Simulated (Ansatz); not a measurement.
SnTe: pressure series

The parent structure is SnTe in the rock salt structure (space group Fm-3m, No. 225; a = 6.4093 Å).

Cell and atoms are relaxed at each pressure.

Levels (all Ansatz, an electronic-structure program, PAW, earlier PAW set): PBE (420 eV, no SOC); r2SCAN (500 eV, scalar-relativistic without spin-orbit coupling).

The base cell above is that of PBE; each level relaxes its own structures.

```
case               lattice parameter a, PBE  lattice parameter a, r2SCAN
-----------------  ------------------------  ---------------------------
pressure −2 GPa                     6.530 Å                      6.480 Å
pressure −1 GPa                     6.466 Å                      6.423 Å
pressure 0.9 GPa                    6.365 Å                      6.330 Å
pressure 2.1 GPa                    6.310 Å                      6.280 Å
pressure 4.5 GPa                    6.218 Å                      6.193 Å
pressure 9 GPa                      6.083 Å                      6.065 Å
pressure 15 GPa                     5.946 Å                      5.932 Å
pressure 22.5 GPa                   5.813 Å                      5.802 Å
pressure 30 GPa                     5.709 Å                      5.702 Å
```

PBE lies above r2SCAN in every row, by 0.007 Å to 0.050 Å. They put the cases in the same order.

Load acts through the strain it causes; cell and atoms are relaxed under it. No phonon test of stability was made. Competing high-pressure phases were not computed. All final runs are without spin polarisation.
